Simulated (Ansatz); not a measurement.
CsCl-type NiAl

Calculation: r²SCAN in Ansatz (PAW).

Settings: plane-wave cutoff 600 eV, 16×16×16 k mesh, Fermi–Dirac smearing 0.1 eV, finite displacements, force constants from a 4×4×4 q mesh, no spin polarisation, scalar-relativistic PAW data made under PBE.

Cell: relaxed at this level.

For CsCl-type NiAl, the zone-centre TO phonon frequency comes out as 309 cm⁻¹ and the zero-point energy is 0.044 eV/atom.

Ansatz is a quantum-chemistry and plane-wave program.
